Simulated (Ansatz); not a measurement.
## LiNbO3 under load (space group R3c): band-edge transport data

Data:

```yaml
crystal:
  lattice:
    - [2.58477, 1.49232, 4.63130]
    - [-2.58477, 1.49232, 4.63130]
    - [0.00000, -2.98463, 4.63130]
  atoms:
    - { symbol: Li, position: [0.28074, 0.28074, 0.28074] }
    - { symbol: Li, position: [0.78074, 0.78074, 0.78074] }
    - { symbol: Nb, position: [0.99855, 0.99855, 0.99855] }
    - { symbol: Nb, position: [0.49855, 0.49855, 0.49855] }
    - { symbol: O, position: [0.11258, 0.35572, 0.71951] }
    - { symbol: O, position: [0.71951, 0.11258, 0.35572] }
    - { symbol: O, position: [0.35572, 0.71951, 0.11258] }
    - { symbol: O, position: [0.21951, 0.85572, 0.61258] }
    - { symbol: O, position: [0.85572, 0.61258, 0.21951] }
    - { symbol: O, position: [0.61258, 0.21951, 0.85572] }
```

The numbers are results of PBEsol, rigid bands (plane waves, PAW, scalar-relativistic; Ansatz, an electronic-structure program), not measurements. Condition of this run: hydrostatic pressure -2 GPa (the target of the relaxation). Cell: cell and atoms relaxed with PBEsol, then loaded as said.

```
Item                                                                 Result
--------------------------------------------  -----------------------------
band gap                                                            3.47 eV
electron conductivity mass (300 K, dilute)    2.3 (x), 2.3 (y), 1.20 (z) mₑ
hole conductivity mass (300 K, dilute)         3.1 (x), 3.1 (y), 5.2 (z) mₑ
effective density of states N_c (300 K)                         4.8e20 cm⁻³
effective density of states N_v (300 K)                         5.8e20 cm⁻³
density-of-states mass, electrons                                    7.2 mₑ
density-of-states mass, holes                                        8.1 mₑ
Seebeck coefficient, n-type 1e19 cm⁻³, 300 K                      -566 μV/K
Seebeck coefficient, p-type 1e19 cm⁻³, 300 K                       580 μV/K
```

Rigid bands; masses and Seebeck coefficients take one relaxation time τ for all states and one kind of carrier; polarons and phonon drag are left out. Spin-orbit coupling is left out; where it splits the top of the valence band, N_v and the p-type Seebeck coefficient come out somewhat high without it.
